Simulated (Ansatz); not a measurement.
**metastable alpha cristobalite: the defect Al on the Si site**

All values below come from PBE, PAW (plane waves to 420 eV; Ansatz, a quantum-chemistry and plane-wave program). The supercell holds 96 host sites (2×2×2 repeats of a cell of 12 atoms), with a 2×2×2 shifted k-point sampling for the final energies. Site at the start: the Si site. Charged cells carry a point-charge image correction with potential alignment at far atoms. Dielectric constants: PBE linear response of the host. Host gap at this level: 5.51 eV. These values are not converged in cell size to better than tenths of an eV. PBE underestimates the host's gap, which shifts levels and can delocalise carriers. Spin–orbit coupling is left out. Each state is the lowest found from its start.

Formation energies E_f are given with the Fermi level at the valence-band maximum. Chemical conditions: O-rich (Δμ(Si) = -8.35 eV, Δμ(Al) = -7.45 eV, bounded by corundum; only phases computed here count, gases as isolated molecules at 0 K); Si-rich (Δμ(Si) = 0.00 eV, Δμ(Al) = -1.18 eV, bounded by corundum; only phases computed here count, gases as isolated molecules at 0 K). Reference phases: Al: fcc Al, Si: silicon.

Charges with a result: +1, 0, −1. Others weren't obtained, and one of them could lie lower, also by skipping a charge.

```csv
charge,moment (μB),largest move off a lattice site (Å),image correction with alignment (eV),"E_f, O-rich (eV)","E_f, Si-rich (eV)"
+1†,not spin-polarised,0.18,0.18,–,–
0,1.0,0.18,0.00,1.54,3.63
−1,not spin-polarised,0.22,0.41,2.23,4.32
```

† Not settled in this cell, so no level is given: charge +1: carriers not clearly localised, level within 0.1 eV of a band edge or past it.

Transition levels above the valence-band maximum: ε(0/−1) = 0.69 eV. With a charge missing or unsettled, these needn't be thermodynamic levels.

Flagged in the runs: a doubtful potential alignment, a host whose relaxation on this sampling wasn't shown to rest, a strain field that reaches the edge of the cell.

All states together cost very roughly 2.1 core-hours.
